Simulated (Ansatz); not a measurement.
The starting structures come from a database of crystals and need not be the phases stable at ambient conditions.

 Where the default PAW files enter, the runs use the earlier of Ansatz's two default sets.

Tunnelling through a barrier is set by its complex band structure: the current falls as exp(−2κd) with the smallest κ.

Input:

```
AgI
1.0
    6.21214     0.00000     0.00000
    0.00000     6.23978     0.00000
    3.10607     0.00000     3.10607
Ag I
2 2
Direct
  0.00000   0.00000   0.00000
  0.50000   0.00000   0.00000
  0.00000   0.69989   0.50000
  0.50000   0.30011   0.50000
```

Space group of this cell: P4/nmm. The cell was relaxed by PBE-D3(BJ); by PBEsol its mean pressure is -1.0 GPa.

Transport runs along the normal of the first two printed cell vectors, the (110) plane of the conventional cell.

The gap is the functional's own, uncorrected, and κ follows it; spin-orbit coupling is left out. Mid-gap values are interpolated between the computed energies.

**Question.** Predict the band gap and the smallest decay constant κ at mid-gap from PBEsol (Ansatz, a program for electronic structure).

**Answer.** Gap 1.12 eV on a 10×6×10 mesh; κ = 0.112 1/Å, at the zone centre.
